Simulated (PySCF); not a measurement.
PySCF 2.14.0, B3LYP/def2-svp, df: Hf(Cl)(OMe)(NH2)2 (C[O][Hf]([NH2])([NH2])[Cl]), 13 atoms. The geometry is a generated start, not checked to be a minimum at this level.

* **task**: energy
* **method**: b3lyp
* **basis**: def2-svp
* **two-electron scheme**: density fitting
* **mol.max_memory**: 3000 MB
* **mf.max_cycle**: 100
* **mf.diis_space**: 8 (default)
* **mf.conv_tol**: 1e-09 (default)
* **mf.grids.level**: 3 (default)
* **effective core potentials**: those of the basis set, past Kr
* **basis functions**: 141
* **grid points**: 167336

```xyz
13

Hf    -0.3984    -0.0929     0.5657
Cl     0.8570    -0.9770     2.2635
O      0.0663    -1.0841    -0.9596
C      1.4251    -0.9695    -1.2734
H      2.0548    -1.1805    -0.3891
H      1.6767    -1.7004    -2.0528
H      1.6518     0.0396    -1.6573
N     -2.3854    -0.1020     0.7347
H     -2.9743    -0.1755    -0.0932
H     -2.9881    -0.1880     1.5464
N      0.3666     1.7542     0.3191
H      0.8262     2.1835     1.1259
H     -0.1781     2.4926    -0.1301
```

Charge 0 and multiplicity 1 are set for this test and not shown to be the ground state.

With the defaults (mf.DIIS = CDIIS, mf.diis = true, mf.init_guess = minao, mf.diis_damp = 0, mf.level_shift = 0, mf.damp = 0, mf.diis_start_cycle = 1) it converges in 13 Fock builds. One run each on 2 threads, 1 BLAS thread, with these changes:
- mf.diis_damp = 0.3
- mf.diis = false
- mf.level_shift = 0.1 Hartree
- mf.init_guess = atom
- mf.init_guess = mod_huckel
- mf.DIIS = EDIIS
- mf.damp = 0.3, mf.diis_start_cycle = 4
- mf.init_guess = huckel
- mf.level_shift = 0.3 Hartree

Name the settings that don't reach the solution of the defaults.

No convergence: mf.DIIS = EDIIS; mf.diis = false (the run ends without SCF convergence in 100 cycles). The rest reach the solution of the defaults.

```
setting                                 Fock builds             end
--------------------------------------  -----------  --------------
the defaults                                     13   same solution
mf.diis_damp = 0.3                               13   same solution
mf.level_shift = 0.1 Hartree                     13   same solution
mf.init_guess = atom                             14   same solution
mf.init_guess = mod_huckel                       15   same solution
mf.init_guess = huckel                           16   same solution
mf.damp = 0.3, mf.diis_start_cycle = 4           16   same solution
mf.level_shift = 0.3 Hartree                     17   same solution
mf.DIIS = EDIIS                                 101  no convergence
mf.diis = false                                 101  no convergence
```
